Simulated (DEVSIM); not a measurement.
Structure: abrupt GaAs p-n junction, at 300 K.

```tsv
layer (left to right)	material	thickness (μm)	Nd (cm⁻³)	Na (cm⁻³)	τn (s)	τp (s)
1	GaAs	0.110	-	9.2e16	3.4e-10	3.4e-10
2	GaAs	0.970	6.3e15	-	3.4e-10	3.4e-10
```

Left contact: ohmic. Right contact: ohmic. Voltage is applied to the left contact. Recombination: SRH at mid-gap, radiative. Mobility is constant in doping.

The device is made up for the run: typed textbook-type constants, with dimensions and the other settings drawn at random. Values at 300 K.

```
parameter        GaAs
-------------  ------
gap (eV)        1.424
affinity (eV)    4.07
permittivity     12.9
Nc (cm⁻³)      4.7e17
Nv (cm⁻³)        9e18
μn (cm²/Vs)      8500
μp (cm²/Vs)       400
B (cm³/s)       2e-10
```

Simulated with DEVSIM: 1D drift-diffusion, Boltzmann statistics, complete ionisation; no tunnelling, impact ionisation, image-force lowering or self-heating.

Q: Tabulate band edges, carrier densities and field at 1.05 V on the left contact.

A: Energies count from the Fermi level of the right contact; mesh points crowd at the junctions.

```
x (μm)   Ec (eV)  Ev (eV)  n (cm⁻³)  p (cm⁻³)  field (V/cm)
-------  -------  -------  --------  --------  ------------
0.000      0.256   -1.169     < 1e2    9.2e16           -20
0.01109    0.255   -1.169    2.5e12    9.2e16           -28
0.02497    0.255   -1.169    5.7e12    9.2e16           -67
0.04235    0.255   -1.169    9.8e12    9.1e16          -230
0.06749    0.254   -1.170    1.6e13    8.5e16         -1300
0.08490    0.249   -1.175    2.4e13    7.2e16         -4300
0.09881    0.240   -1.184    3.8e13    5.0e16        -10000
0.1131     0.218   -1.206    9.4e13    2.2e16        -17000
0.1266     0.198   -1.226    2.1e14    9.8e15        -13000
0.1464     0.175   -1.249    5.2e14    4.1e15         -9900
0.1756     0.151   -1.273    1.3e15    1.6e15         -6700
0.2352     0.125   -1.299    3.7e15    5.5e14         -2700
0.3064     0.114   -1.310    5.6e15    3.2e14          -750
0.4114     0.110   -1.314    6.4e15    2.3e14           -81
0.6144     0.110   -1.314    6.4e15    1.4e14            22
0.7721     0.111   -1.313    6.4e15    9.1e13            23
0.8792     0.111   -1.313    6.4e15    5.8e13            22
0.9518     0.111   -1.313    6.3e15    3.7e13            22
1.016      0.111   -1.313    6.3e15    1.8e13            22
1.045      0.111   -1.313    6.3e15    1.0e13            22
1.064      0.111   -1.313    6.3e15    4.5e12            22
1.080      0.111   -1.312    6.3e15     < 1e2            22
```
